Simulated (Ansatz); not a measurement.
(Si)17/(Ge)1 zinc blende (111) superlattice on Si, space group P-3m1.

```
CELL_PARAMETERS angstrom
      3.86787     0.00000     0.00000
     -1.93394     3.34968     0.00000
      0.00000     0.00000    57.04982
ATOMIC_POSITIONS crystal
  Si 0.00000 0.00000 0.99943
  Si 0.00000 0.00000 0.04088
  Si 0.33333 0.66667 0.05471
  Si 0.33333 0.66667 0.09623
  Si 0.66667 0.33333 0.11007
  Si 0.66667 0.33333 0.15159
  Si 0.00000 0.00000 0.16543
  Si 0.00000 0.00000 0.20695
  Si 0.33333 0.66667 0.22078
  Si 0.33333 0.66667 0.26230
  Si 0.66667 0.33333 0.27614
  Si 0.66667 0.33333 0.31766
  Si 0.00000 0.00000 0.33149
  Si 0.00000 0.00000 0.37301
  Si 0.33333 0.66667 0.38685
  Si 0.33333 0.66667 0.42836
  Si 0.66667 0.33333 0.44220
  Si 0.66667 0.33333 0.48372
  Si 0.00000 0.00000 0.49756
  Si 0.00000 0.00000 0.53907
  Si 0.33333 0.66667 0.55291
  Si 0.33333 0.66667 0.59443
  Si 0.66667 0.33333 0.60826
  Si 0.66667 0.33333 0.64978
  Si 0.00000 0.00000 0.66362
  Si 0.00000 0.00000 0.70514
  Si 0.33333 0.66667 0.71897
  Si 0.33333 0.66667 0.76049
  Si 0.66667 0.33333 0.77433
  Si 0.66667 0.33333 0.81585
  Si 0.00000 0.00000 0.82968
  Si 0.00000 0.00000 0.87121
  Si 0.33333 0.66667 0.88504
  Si 0.33333 0.66667 0.92649
  Ge 0.66667 0.33333 0.94121
  Ge 0.66667 0.33333 0.98471
```

Method: PBE (plane waves to 420 eV, PAW; Ansatz, a quantum-chemistry and plane-wave program). Scalar-relativistic, without spin–orbit coupling; PBE gaps are too small against experiment. Its k-point mesh 9×9×1, Fermi–Dirac width 0.01 eV.

Question: List the levels next to the gap at Γ of this cell's own (folded) zone, from the top of the valence band (the table ends after a fixed count of bands, which can cut a degenerate set).

Answer: 
```
band  E − E_v (eV)
----  ------------
v4          -0.225
v3          -0.187
v2           0.000
v1           0.000
c1           1.264
c2           1.285
c3           1.303
c4           1.362
```
